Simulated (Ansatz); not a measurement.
Band structure of Ta₃Ru (Fm-3m, 4 atoms in the cell).

```
CELL_PARAMETERS angstrom
      0.00000     3.24822     3.24822
      3.24822     0.00000     3.24822
      3.24822     3.24822     0.00000
ATOMIC_POSITIONS crystal
  Ta 0.25000 0.25000 0.25000
  Ta 0.75000 0.75000 0.75000
  Ta 0.50000 0.50000 0.50000
  Ru 0.00000 0.00000 0.00000
```

Computed with PBEsol, PAW files made with PBE (plane waves; Ansatz, an electronic-structure program).

Settings: basis.ecutwfc = 420 eV; kpoints.mp_grid.grid = 9 9 9; hamiltonian.xc = pbesol; hamiltonian.pseudopotentials = {kind: paw} (the program's default PAW files); scf.occupations.method = fermi_dirac; scf.occupations.width = 0.05 eV; kpoints.band_path.npoints = 8.

The starting cell comes from a database of computed structures (which also holds hypothetical and non-ambient phases and stackings), without a prior relaxation at this level. Its lattice was rescaled by a random factor within 2.5 % of one. Spin-orbit coupling is off. Spin polarisation is off.

Levels in eV from the Fermi level, bands 25 to 32:
```tsv
point	25	26	27	28	29	30	31	32
Γ	-1.74	-0.11	-0.11	-0.11	0.98	0.98	4.49	4.49
X	-0.16	-0.16	0.42	0.80	0.83	0.83	1.46	1.46
W	-0.93	-0.88	-0.78	-0.78	0.47	1.49	1.49	2.11
K	-1.10	-0.53	-0.45	-0.29	0.80	0.94	1.34	2.24
L	-2.13	-1.78	-1.34	-1.34	1.66	1.66	2.61	2.61
U	-1.10	-0.53	-0.45	-0.29	0.80	0.94	1.34	2.24
```

Bands cross the Fermi level along this path, so the cell is metallic at this level.

Keys are those of Ansatz 0.2.
